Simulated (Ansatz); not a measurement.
Given:

```yaml
crystal:
  lattice:
    - [0.00000, 3.13468, 3.38968]
    - [3.13468, 0.00000, 3.38968]
    - [3.13468, 3.13468, 0.00000]
  atoms:
    - { symbol: Cd, position: [0.00000, 0.00000, 0.00000] }
    - { symbol: Te, position: [0.25000, 0.25000, 0.25000] }
```

All values below come from r2SCAN with spin-orbit coupling, rigid bands (plane waves, PAW; Ansatz, an electronic-structure program). Condition of this run: biaxial stress in (001) of 1.5 GPa (compression positive) (the target of the relaxation). Cell: cell and atoms relaxed with PBEsol, then loaded as said.

Question: Predict the hole conductivity mass (n e² τ/σ) at 300 K, by direction if it differs.

Answer: 0.27 (x), 0.27 (y), 0.59 (z) mₑ.

Question: What conductivity effective mass do dilute electrons have at 300 K?

Answer: 0.100 (x), 0.100 (y), 0.103 (z) mₑ.

Question: And the band gap?

Answer: 0.96 eV at this level; semilocal functionals usually fall short of the measured gap.

Rigid bands, one relaxation time for all states, no polarons. Geometry: cell and atoms relaxed with PBEsol.
